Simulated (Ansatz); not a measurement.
## AlN: energy against volume

AlN (wurtzite, P6_3mc, 10.211 Å³/atom and stress up to 0.01 GPa in the relaxed cell, c along z) under hydrostatic pressure, with the cell free. LDA in Ansatz, a plane-wave DFT program (PAW, default set), 420 eV, 12×12×7 Γ-centred mesh, Fermi-Dirac smearing 0.05 eV; ions are relaxed, or left where forces stay under 0.02 eV/Å, within the symmetry of each cell.

Here V stands for volume and E for E less E0.

```csv
volume (Å³/atom),E less E0 (meV/atom),pressure (GPa)
10.3099,0.64,-2.00
10.2596,0.18,-1.00
10.2108,0.00,-0.01
10.1672,0.12,0.90
10.1107,0.65,2.10
10.0023,2.88,4.50
9.8126,10.84,9.00
9.5837,?,?
```

Problem. Using the third-order Birch-Murnaghan form, a cubic in V^(-2/3), estimate the missing E at V = 9.5837 from the other rows, showing the fit.

Solution. With u = V^(-2/3) - 0.2137, the rows have u = -0.0025957, -0.0019063, -0.0012320, -0.0006250, 0.0001680, 0.0017104, 0.0044778. Least squares gives E = 0.503 + 816.8·u + 334851·u² - 385418·u³. Residuals (row less fit): -0.006, 0.015, -0.006, -0.003, 0.000, 0.002, 0.000; standard error 0.010 (degrees of freedom: 3). Its minimum lies at u = -0.0012171, so V0 = (0.2124829)^(-3/2) = 10.21. There d²E/du² = 672500 and d³E/du³ = -2313000, so B0 = (4/9) × 10.21^(-7/3) × 672500 × 0.160218 = 212 GPa (the last factor turns the table's units into GPa), and B0' = 4 + (2/3) × 0.2124829 × (-2313000)/672500 = 3.5. B0' rests on the cubic coefficient alone and has a standard error of 0.6 from these residuals. At the withheld row, u = 0.0079382, so E = 0.503 + 816.8 × 0.0079382 + 334851 × 0.0079382² - 385418 × 0.0079382³ = 27.895 meV/atom. The calculation gives 27.89 meV/atom, which the fit meets to the printed digits. The row lies outside the fitted rows, so this is an extrapolation. From the scatter of the fitted rows alone, a prediction at this place has a standard error of 0.138 meV/atom, so the miss is 0.0 times that.

Other structures, which can take over under pressure, weren't tried. The same form fitted to the pressure column gives B0' = 3.8; series where the two differ by over 0.4 aren't shown. Rows are the converged runs of the series near zero and its far end, less any whose ions stayed unrelaxed beside relaxed ones; series whose fitted rows scatter by over a few per cent of the range, as at a crossing or softening among them, aren't shown in this form.
